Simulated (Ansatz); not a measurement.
**A constructed model of the (111) surface of fcc Au, (√3x√3)R30° surface alloy, Ti on one Au site of the top plane (bottom of the slab: a bare face, its two planes held)**

All values below come from PBE (plane waves to 420 eV, PAW; Ansatz, a quantum-chemistry and plane-wave program).

Model: 18-atom slab, 12.0 Å thick at the start, 9x9x1 mesh, Fermi-Dirac 0.1 eV, dipole correction, 6 atoms held, the rest relaxed; held to the start's symmetry, so lower structures may exist; no spin, no spin-orbit, no U. It is one candidate, not shown to be the stable structure of the face.

work function of the top face: 4.94 eV
energy released by relaxation: 0.13 eV
cost: very roughly 8 core-minutes
